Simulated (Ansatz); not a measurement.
**(Nb,W): NbW**

A 16-atom cell of (Nb,W) started in the body-centred cubic structure, site fractions Nb 0.500, W 0.500, short-range order 0.00 among the nearest mixed sites of the first mixed sublattice (0 is random, a negative value favours unlike neighbours), space group P1 at the end.

The mixing enthalpy is taken against the end members in the body-centred cubic type, relaxed in the same cell and mesh.

All values below come from PBE (plane waves to 420 eV, PAW; Ansatz, a quantum-chemistry and plane-wave program). Spin–orbit coupling is left out; the runs are not spin-polarised; with elements this heavy it can move edges by tenths of an eV. Its k-point mesh 5×6×5, Fermi–Dirac width 0.05 eV.

```
Item                                                                                              Result
----------------------------------------------------------  --------------------------------------------
volume per atom                                                                                 16.98 Å³
Nb–W bonds (within 1.22 times the sum of covalent radii)    2.992 Å on average, from 2.758 to 3.310 (56)
Nb–Nb bonds (within 1.22 times the sum of covalent radii)   3.006 Å on average, from 2.781 to 3.308 (28)
W–W bonds (within 1.22 times the sum of covalent radii)     2.973 Å on average, from 2.734 to 3.281 (28)
mixing enthalpy per site of the mixed sublattice                                                 -45 meV
departure of the mean lattice parameter from Vegard's line                                        -0.2 %
```

```yaml
crystal:
  lattice:
    - [1.62354, -4.85814, -4.85169]
    - [4.86400, 1.61497, 4.85390]
    - [-4.85966, -4.85387, 1.61661]
  atoms:
    - { symbol: Nb, position: [0.87613, 0.24700, 0.87390] }
    - { symbol: W, position: [0.94234, 0.12809, 0.43610] }
    - { symbol: Nb, position: [0.43326, 0.12205, 0.93906] }
    - { symbol: Nb, position: [0.49868, 0.99745, 0.49853] }
    - { symbol: Nb, position: [0.75372, 0.50292, 0.74663] }
    - { symbol: W, position: [0.81541, 0.37761, 0.31564] }
    - { symbol: Nb, position: [0.30972, 0.37261, 0.81006] }
    - { symbol: W, position: [0.37483, 0.25414, 0.37621] }
    - { symbol: W, position: [0.62391, 0.74641, 0.62232] }
    - { symbol: Nb, position: [0.68730, 0.62742, 0.19276] }
    - { symbol: W, position: [0.00161, 0.00332, 0.00156] }
    - { symbol: W, position: [0.18750, 0.62257, 0.68150] }
    - { symbol: W, position: [0.24574, 0.49615, 0.25370] }
    - { symbol: Nb, position: [0.56600, 0.87799, 0.06186] }
    - { symbol: W, position: [0.05849, 0.87172, 0.56299] }
    - { symbol: Nb, position: [0.12536, 0.75256, 0.12718] }
```
